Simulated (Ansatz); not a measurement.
Consider a (9,9) silicon nanotube.

Levels: PBE (plane waves to 420 eV, PAW; Ansatz, an electronic-structure program); r2SCAN (plane waves to 500 eV, PAW; Ansatz). Unmarked values and the geometry are of the first. Mesh 1×1×18. No spin polarisation. It repeats along c; a and b span vacuum. A hypothetical model, rolled from the flat sheet. It keeps the symmetry and period of its start, so it need not be a minimum against all distortions. Buckling under compression is shut out by symmetry and the short period.

**Question.** What do the calculations give?

**Answer.** 
```
Property                                                                                                               Value
---------------------------------------------------------  -----------------------------------------------------------------
period along the axis (36 atoms)                                                                                     3.860 Å
mean diameter                                                                                                        19.22 Å
radii of the innermost and outermost atoms                                                                   9.37 and 9.86 Å
energy over the flat sheet                                                                                      +12 meV/atom
PBE gap                                                    0.24 eV, nearly direct, from k = 0.323 × 2π/c to k = 0.333 × 2π/c
electron mass along the axis (PBE)                                                                                  0.083 mₑ
hole mass along the axis (PBE)                                                                                      0.089 mₑ
valence and conduction edges under the vacuum level (PBE)                                                   4.68 and 4.44 eV
r2SCAN gap at this geometry                                                                                          0.28 eV
axial stiffness dF/dε                                                                                                 364 nN
```
